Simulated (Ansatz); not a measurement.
For AlP (model structure, from the NiAs type, P6₃/mmc, No. 194), PBE (Ansatz, a first-principles code, plane waves, PAW) gives:

```
Property                               Value
------------------------------  ------------
equilibrium lattice constant a       3.610 Å
lattice parameter c                  5.757 Å
cohesive energy                 3.84 eV/atom
```

**Question.** What does PBE-D3(BJ) (Ansatz, PAW) give for the same quantities?

**Answer.** 
- lattice constant a: 3.564 Å (shrinks by 1.3 %)
- lattice parameter c: 5.688 Å (drops by 1.2 %)
- cohesive energy: 4.24 eV/atom (increases by 0.40 eV/atom)

Changes are worked out from the printed values.

Unless a cell is named, each level is at its own relaxed cell (PBE 16.24, PBE-D3(BJ) 15.64 Å³/atom).

Ansatz's density-functional and Hartree–Fock values are scalar-relativistic unless marked +SOC, with PAW data made under PBE.

A model structure was made by putting elements into a prototype or built by hand; it is no filed structure, need not be a known phase, and can be a saddle point held by its symmetry.
